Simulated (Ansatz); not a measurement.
Data:

```xyz
9
Lattice="5.0858 0.0000 0.0000 -2.5429 4.4045 0.0000 0.0000 0.0000 5.5598" Properties=species:S:1:pos:R:3 pbc="T T T"
Si    -1.2715     2.2022     3.7065
Si     2.5429     0.0000     0.0000
Si     1.2715     2.2022     1.8533
O      2.5429     2.5609     2.7799
O     -0.9463     3.4827     4.6332
O      1.5966     0.9218     0.9266
O      0.0000     1.8436     2.7799
O      3.4892     0.9218     4.6332
O      0.9463     3.4827     0.9266
```

No spin polarisation.

All numbers come from r2SCAN (Ansatz, a first-principles code), no spin-orbit coupling. k-mesh 8×8×6 (Γ-centred); smearing 0.05 eV (Fermi–Dirac).

Task: Estimate the gap character.

Result: Indirect, M → Γ.

Task: Predict the band gap.

Result: 6.24 eV.

Task: Predict the electron mass.

Result: 0.52 mₑ (at Γ).

Load acts through the strain it causes; cell and atoms are relaxed under it. Effective masses come from finite differences of ±0.01 Å⁻¹. Whether these cells are dynamically stable was not tested. The cell was made from SiO$_{2}$ (space group P6_222, No. 180) by this change: pressure −2 GPa.
